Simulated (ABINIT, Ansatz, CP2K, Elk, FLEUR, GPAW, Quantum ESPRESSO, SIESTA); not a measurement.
One structure in several programs: Ba₃Sr (Fm-3m, 4 atoms in the cell)

Self-consistent single point, at a second geometry (lattice scaled by 0.98). First geometry:

```yaml
crystal:
  lattice:
    - [0.00000, 5.06997, 5.06997]
    - [5.06997, 0.00000, 5.06997]
    - [5.06997, 5.06997, 0.00000]
  atoms:
    - { symbol: Ba, position: [0.25000, 0.25000, 0.25000] }
    - { symbol: Ba, position: [0.75000, 0.75000, 0.75000] }
    - { symbol: Ba, position: [0.50000, 0.50000, 0.50000] }
    - { symbol: Sr, position: [0.00000, 0.00000, 0.00000] }
```

Shared settings, as Ansatz (a program for electronic structure) writes them: kpoints.mp_grid.grid = 7 7 7; scf.occupations.method = fermi_dirac; scf.occupations.width = 0.0073 Ry. Potentials and cutoffs stand in the table.

```tsv
code	model	ΔF from the first geometry (meV/atom)	pressure (GPa)	cutoff
Ansatz	PBEsol, PAW files made with PBE	-22.1	-0.71	default
Elk	PBEsol, all-electron FP-LAPW, Elk's shipped species files, default APW+lo basis	-21.3	–	default
FLEUR	PBEsol, all-electron FLAPW (FLEUR), scalar-relativistic valence	-22.0	–	Kmax 3.8 1/bohr
GPAW	PBEsol, GPAW PAW datasets PBEsol (made by gpaw-setup)	-21.1	-0.66	600 eV
Quantum ESPRESSO	PBEsol, PseudoDojo standard norm-conserving (PBESOL) pseudopotentials	-22.2	-0.71	70 Ry
SIESTA	GGA PBEsol, numerical atomic orbitals DZP, PseudoDojo PBEsol standard norm-conserving potentials (rewritten from UPF to PSML)	80.8	4.15	grid 350 Ry
CP2K	PBEsol, GPW, DZVP-MOLOPT-SR-GTH basis, GTH-PBE potentials (GTH_POTENTIALS)	3.1	0.41	grid 500 Ry
ABINIT	PBEsol, norm-conserving pseudopotentials (PseudoDojo nc-sr-04 PBEsol standard)	-22.2	-0.71	34 Ha
```

A dash marks a value that a program does not give, or that is left out as unsure.

The spread over the programs that give each value: ΔF from the first geometry within 103.0 meV/atom; pressure within 4.86 GPa.

SIESTA and CP2K use small atom-centred bases, whose incompleteness enters pressures, forces and empty levels differently from a plane-wave cutoff. Elk and FLEUR treat all electrons, but the usual bases taken here (sphere radii, linearisation, local orbitals, empty states) were not tested for convergence, so the values are no reference for the others. Ansatz's pressure is given at a fixed set of plane waves, as the other plane-wave codes print theirs. In the pressure, SIESTA (by 4.86) and CP2K (by 1.11) lie more than 1 GPa from the median of the plane-wave programs.

The starting cell comes from a database of computed structures (which also holds hypothetical and non-ambient phases and stackings), without a prior relaxation at this level. Its lattice was rescaled by a random factor within 2.5 % of one. For this run, on top of that: lattice scaled by 0.98.

Keys are those of Ansatz 0.2.
